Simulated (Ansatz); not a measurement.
**A computed series for Cu3PdN: pressure series**

Start from Cu$_{3}$PdN in the anti-perovskite structure (space group Pm-3m, No. 221; a cell from a computed database, its experimental status unchecked).

```
Cu3PdN
1.0
    3.82007     0.00000     0.00000
    0.00000     3.82007     0.00000
    0.00000     0.00000     3.82007
Cu Pd N
3 1 1
Direct
  0.50000   0.00000   0.00000
  0.00000   0.50000   0.00000
  0.00000   0.00000   0.50000
  0.50000   0.50000   0.50000
  0.00000   0.00000   0.00000
```

Cell and atoms are relaxed at each pressure.

All numbers come from plane-wave PAW DFT at the PBEsol level (Ansatz, a quantum-chemistry and plane-wave program, 420 eV), no spin-orbit coupling.

Notes on the quantities. enthalpy: H = E + PV relative to the base's energy.

```csv
change,enthalpy,lattice parameter a
base,–,3.820 Å
pressure −2 GPa,-0.14 eV/atom,3.834 Å
pressure −1 GPa,-0.07 eV/atom,3.827 Å
pressure 0.3 GPa,+0.02 eV/atom,3.818 Å
pressure 0.7 GPa,+0.05 eV/atom,3.815 Å
pressure 1.5 GPa,+0.10 eV/atom,3.810 Å
pressure 3 GPa,+0.21 eV/atom,3.801 Å
pressure 5 GPa,+0.34 eV/atom,3.789 Å
pressure 7.5 GPa,+0.51 eV/atom,?
pressure 10 GPa,+0.68 eV/atom,?
```

What belongs in the blanks?


- pressure 7.5 GPa, lattice parameter a: 3.775 Å
- pressure 10 GPa, lattice parameter a: 3.761 Å

Load acts through the strain it causes; cell and atoms are relaxed under it. No phonon test of stability was made. No other phases were tried under pressure. The final runs are not spin-polarised.
